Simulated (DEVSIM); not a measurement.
Device: abrupt Si n-p junction, at 350 K.

| layer (left to right) | material | thickness (μm) | Nd (cm⁻³) | Na (cm⁻³) | τn (s) | τp (s) |
|---|---|---|---|---|---|---|
| 1 | Si | 0.140 | 9.2e16 | - | 0.00022 | 0.00022 |
| 2 | Si | 4.30 | - | 1.7e17 | 0.00022 | 0.00022 |

Left contact: ohmic. Right contact: ohmic. Voltage is applied to the left contact. Recombination: SRH at mid-gap. Mobility is μmin + (μ − μmin)/(1 + (N/Nref)^α).

The device is made up for the run: typed textbook-type constants, with dimensions and the other settings drawn at random. Values at 300 K; Nc and Nv go as T^1.5, mobilities as T to minus their exponent, the gap by Varshni's rule with the affinity fixed.

```
parameter               Si
----------------  --------
gap (eV)             1.124
affinity (eV)         4.05
permittivity          11.7
Nc (cm⁻³)          2.86e19
Nv (cm⁻³)           3.1e19
μn (cm²/Vs)           1417
μp (cm²/Vs)            470
μn,min                  52
μp,min                  45
Nref,n              9.7e16
Nref,p              2.2e17
αn                    0.68
αp                    0.72
T exponent of μn       2.3
T exponent of μp       2.2
Varshni α (eV/K)  0.000473
Varshni β (K)          636
```

Model (solved in DEVSIM): 1D drift-diffusion, Boltzmann statistics, complete ionisation; no tunnelling, impact ionisation, image-force lowering or self-heating.

Task: Tabulate band edges, carrier densities and field at zero bias.

Result: Energies count from the Fermi level of the right contact; mesh points crowd at the junctions.

| x (μm) | Ec (eV) | Ev (eV) | n (cm⁻³) | p (cm⁻³) | field (V/cm) |
|---|---|---|---|---|---|
| 0.000 | 0.180 | -0.931 | 9.2e16 | 1600000 | 470 |
| 0.01531 | 0.181 | -0.930 | 8.9e16 | 1600000 | 750 |
| 0.03689 | 0.184 | -0.926 | 8.0e16 | 1800000 | 2800 |
| 0.07000 | 0.215 | -0.896 | 2.9e16 | 4900000 | 20000 |
| 0.1089 | 0.385 | -0.726 | 1.0e14 | 1.4e9 | 71000 |
| 0.1288 | 0.554 | -0.557 | 3.8e11 | 3.8e11 | 99000 |
| 0.1442 | 0.720 | -0.391 | 1.6e9 | 9.1e13 | 100000 |
| 0.1724 | 0.904 | -0.206 | 3400000 | 4.2e16 | 32000 |
| 0.2154 | 0.946 | -0.165 | 870000 | 1.6e17 | 910 |
| 0.2842 | 0.947 | -0.164 | 840000 | 1.7e17 | ≈ 0 |
| 0.4004 | 0.947 | -0.164 | 840000 | 1.7e17 | ≈ 0 |
| 0.7044 | 0.947 | -0.164 | 840000 | 1.7e17 | ≈ 0 |
| 1.111 | 0.947 | -0.164 | 840000 | 1.7e17 | ≈ 0 |
| 1.797 | 0.947 | -0.164 | 840000 | 1.7e17 | ≈ 0 |
| 3.070 | 0.947 | -0.164 | 840000 | 1.7e17 | ≈ 0 |
| 3.639 | 0.947 | -0.164 | 840000 | 1.7e17 | ≈ 0 |
| 3.976 | 0.947 | -0.164 | 840000 | 1.7e17 | ≈ 0 |
| 4.175 | 0.947 | -0.164 | 840000 | 1.7e17 | ≈ 0 |
| 4.324 | 0.947 | -0.164 | 840000 | 1.7e17 | ≈ 0 |
| 4.382 | 0.947 | -0.164 | 840000 | 1.7e17 | ≈ 0 |
| 4.415 | 0.947 | -0.164 | 840000 | 1.7e17 | ≈ 0 |
| 4.440 | 0.947 | -0.164 | 840000 | 1.7e17 | ≈ 0 |
